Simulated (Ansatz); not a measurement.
**Short convergence ladders for the (001) slab of Bi (cut from a parent of space group no. 166; 6 atoms in the cell)**

```
Bi
1.0
    4.52725     0.00000     0.00000
   -2.26363     3.92071     0.00000
    0.00000     0.00000    23.45631
Bi
6
Direct
  0.00000   0.00000   0.36618
  0.66667   0.33333   0.29843
  0.66667   0.33333   0.53387
  0.33333   0.66667   0.46613
  0.33333   0.66667   0.70157
  0.00000   0.00000   0.63382
```

Base method: PBEsol, default PAW files made with PBE (plane waves; Ansatz, a first-principles code).

Base settings: basis.ecutwfc = 420 eV; kpoints.mp_grid.grid = 7 7 1; hamiltonian.xc = pbesol; hamiltonian.pseudopotentials = {kind: paw} (the program's default PAW files); scf.occupations.method = gaussian; scf.occupations.width = 0.1 eV.

The count of work is k-points × plane waves × bands × iterations; it is no time. 

**The vacuum**

The mesh stays at the base's, so the ladder's end is converged at best in this setting alone.

Only quantities that move along the ladder and can be compared are tabulated.

```csv
vacuum between outermost atoms (Å),free energy less the last step's (meV/atom),largest difference of a force vector from the last step's (eV/Å),count of work / last
3.0,-79.49,0.221,0.32
4.0,-25.66,0.104,0.34
5.0,-4.81,0.036,0.37
6.0,-0.88,0.009,0.39
7.0,-0.18,0.002,0.42
8.0,-0.03,0.001,0.44
10.0,0.00,0.000,0.50
12.0,0.00,0.000,0.54
14.0,0.00,0.000,0.59
17.0,0.00,0.000,0.67
20.0,0.00,0.000,0.75
25.0,0.00,0.000,0.87
30.0,0.00,0.000,1.0
```

Smallest vacuum between outermost atoms (Å) that holds the forces within 0.01 eV/Å of the last step, with all finer ones: 6.0, at 0.39 of the last step's count of work; the step before is off by 0.036 eV/Å.

Smallest vacuum between outermost atoms (Å) that holds the free energy within 0.5 meV/atom of the last step, with all finer ones: 7.0, at 0.42 of the last step's count of work; the step before is off by 0.88 meV/atom.

**The plane-wave cutoff**

The mesh stays at the base's, so the ladder's end is converged at best in this setting alone.

Only quantities that move along the ladder and can be compared are tabulated.

| basis.ecutwfc | free energy less the last step's (meV/atom) | largest difference of a force vector from the last step's (eV/Å) | count of work / last |
|---|---|---|---|
| 210 eV | 5968.98 | 0.319 | 0.14 |
| 250 eV | 1069.94 | 0.151 | 0.18 |
| 295 eV | 118.40 | 0.006 | 0.24 |
| 355 eV | 4.24 | 0.002 | 0.27 |
| 420 eV | 1.47 | 0.000 | 0.35 |
| 505 eV | 0.33 | 0.000 | 0.47 |
| 630 eV | 0.12 | 0.000 | 0.65 |
| 840 eV | 0.00 | 0.000 | 1.0 |

Coarsest basis.ecutwfc that holds the forces within 0.02 eV/Å of the last step, with all finer ones: 295 eV, at 0.24 of the last step's count of work; the step before is off by 0.15 eV/Å.

Coarsest basis.ecutwfc that holds the free energy within 2 meV/atom of the last step, with all finer ones: 420 eV, at 0.35 of the last step's count of work; the step before is off by 4.2 meV/atom.

On the base run: the starting cell has typed, rounded lattice constants, without a prior relaxation at this level. The slab is cut from that crystal, and its faces are unrelaxed. Its lattice was rescaled by up to half a per cent.

Keys are those of Ansatz 0.2.
